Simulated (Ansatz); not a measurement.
Base system: MgTe in the zinc blende structure (space group F-43m, No. 216; a = 6.4393 Å).

Calculations: PBEsol, PAW, 420 eV (Ansatz, an electronic-structure program; no spin-orbit coupling).

Base values:

The electron mass comes out as 0.16 mₑ (at Γ). The pressure is -0.01 GPa and the band gap comes out as 2.35 eV.

One thing is altered: the cell is scaled by 0.9950 in all directions; the atoms relax in the strained cell.

**Question.** What does the calculation give for the electron mass, pressure and band gap after the change?

**Answer.** The electron mass becomes 0.17 mₑ (at Γ) (base: 0.16 mₑ (at Γ)); the pressure goes up by 0.56 GPa, from -0.01 GPa to 0.55 GPa; the band gap grows by 0.065 eV, from 2.35 eV to 2.41 eV.

With Te present, leaving out spin-orbit coupling can change the band edges. Masses are band curvatures over ±0.01 Å⁻¹ around the edge. Stability against distortions was not tested.
